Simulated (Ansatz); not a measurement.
# Fermi-surface data of Ti under load (space group P6_3/mmc)

Data:

```xyz
2
Lattice="2.9167 0.0000 0.0000 -1.4584 2.5259 0.0000 0.0000 0.0000 4.6182" Properties=species:S:1:pos:R:3 pbc="T T T"
Ti     0.0000     1.6840     1.1545
Ti     1.4584     0.8420     3.4636
```

The numbers are results of PBEsol, rigid bands (plane waves, PAW, scalar-relativistic; Ansatz, a quantum-chemistry and plane-wave program), not measurements. Condition of this run: hydrostatic pressure -2 GPa (the target of the relaxation). How the cell was made: cell and atoms relaxed with PBEsol, then loaded as said.

```yaml
density of states at the Fermi level: 1.85 states/(eV·cell), both spins
bare Sommerfeld coefficient: 2.2 mJ/(mol of atoms·K²)
drude_plasma_energy: 3.9 (x), 3.9 (y), 3.9 (z) eV
root-mean-square Fermi velocity: 3.3e5 m/s
resistivity times τ: 33 (x), 33 (y), 31 (z) ×10⁻²² Ω·m·s
```

A metal at this level (no band gap); rigid bands, thermally averaged at 300 K, both spins. Spin-orbit coupling is left out. τ is one relaxation time for all states.
